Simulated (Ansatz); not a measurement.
The starting structures come from a database of crystals and need not be the phases stable at ambient conditions.

Consider the following.

```
Zn2SSe
1.0
    3.98748     0.00000     0.00000
    0.00000     3.98748     0.00000
    0.00000     0.00000     5.52212
Zn Se S
2 1 1
Cartesian
  1.99374   0.00000   4.21371
  0.00000   1.99374   1.30841
  0.00000   0.00000   2.76106
  1.99374   1.99374   0.00000
```

Space group of this cell: P-4m2. The cell is strained (lengths across the current scaled by 1.02, ions clamped); by r2SCAN its mean pressure is -2.6 GPa.

Transport runs along the normal of the first two printed cell vectors, the (001) (indices of the unstrained crystal) plane of the conventional cell.

The gap is the functional's own, uncorrected, and κ follows it; spin-orbit coupling is left out. Mid-gap values are interpolated between the computed energies.

Task: Predict the band gap and the smallest decay constant κ at mid-gap from r2SCAN (Ansatz, a program for electronic structure).

Result: Gap 2.02 eV on a 8×8×6 mesh; κ = 0.143 1/Å, at the zone centre.
